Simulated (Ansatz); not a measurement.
## SnSe2: response to strain

Base system: SnSe2 in the CdI2 type structure (space group P-3m1, No. 164; a = 3.826 Å, c = 6.231 Å; layered, stacked along the Cartesian z axis). Axes: x lies along a and z along c of the hexagonal cell.

Strains are applied to the cell and any free atomic positions relax; under biaxial strain the out-of-plane vector relaxes too; under stress the whole cell relaxes.

All numbers come from plane-wave PAW DFT at the r2SCAN+rVV10 level (Ansatz, a quantum-chemistry and plane-wave program, 500 eV), no spin-orbit coupling.

Candidates:
(a) isotropic strain +2.85 %
(b) isotropic strain −3.35 %
(c) uniaxial stress, 1 GPa tension along z
(d) biaxial strain +1.16 %, plane normal [001], relaxed out of plane

Base values:

The smallest direct gap is 1.49 eV.

Order them by smallest direct gap, lowest first.

(a) isotropic strain +2.85 % (1.13 eV), (d) biaxial strain +1.16 %, plane normal [001], relaxed out of plane (1.21 eV), (c) uniaxial stress, 1 GPa tension along z (1.42 eV), (b) isotropic strain −3.35 % (1.53 eV)

Beyond what the load breaks, stability against distortions was not tested.
